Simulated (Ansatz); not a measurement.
Start from Tl in the hcp (Mg type) structure (space group P6_3/mmc, No. 194; a = 3.476 Å, c = 5.472 Å; relaxed with 0.1 eV smearing). Axes: x lies along a and z along c of the hexagonal cell.

Calculations: Ansatz (a program for electronic structure) PBEsol, scalar-relativistic without spin-orbit coupling.

Before the change:

| Property | Value |
|---|---|
| Pressure | 0.0 GPa |
| Shortest interatomic distance | 3.393 Å |

One thing is altered: tensor shear ε_xz = +1.14 % (engineering shear γ = 0.0228), atoms relaxed at fixed cell.

**Question.** Estimate the effect on the pressure, energy relative to the base and shortest interatomic distance.

**Answer.** The pressure (mean of the normal stresses, compression positive) is still 0.0 GPa; the energy goes up by 0.4 meV/atom; the shortest interatomic distance shrinks by 0.032 Å to 3.361 Å.

The cells carry an imposed strain or load. No phonon test of stability was made.
